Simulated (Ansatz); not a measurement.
## A computed series for Si: pressure series

Consider Si in the diamond structure (space group Fd-3m, No. 227).

```
Si
1.0
    0.00000     2.70105     2.70105
    2.70105     0.00000     2.70105
    2.70105     2.70105     0.00000
Si
2
Direct
  0.00000   0.00000   0.00000
  0.25000   0.25000   0.25000
```

Cell and atoms are relaxed at each pressure.

Computed with Ansatz (a program for electronic structure) LDA, no SOC.

Candidates:
(a) pressure 30 GPa
(b) pressure 9 GPa
(c) pressure −2 GPa
(d) pressure 2.1 GPa
(e) pressure 22.5 GPa

Base values:

The band gap is 0.45 eV.

### Question
Order them by band gap, highest first.

### Answer
(c) pressure −2 GPa (0.48 eV), (d) pressure 2.1 GPa (0.41 eV), (b) pressure 9 GPa (0.30 eV), (e) pressure 22.5 GPa (0.11 eV), (a) pressure 30 GPa (zero)

Load acts through the strain it causes; cell and atoms are relaxed under it. Stability against distortions was not tested. Measured, Si leaves this structure (for the β-tin structure) near 12 GPa (room temperature; as listed in arXiv:1906.07825). Gaps under 0.05 eV, about the width of the smearing, are given as zero. The zero or small gap of Si under pressure 30 GPa, Si under pressure 9 GPa and Si under pressure 22.5 GPa can change with the level of theory.
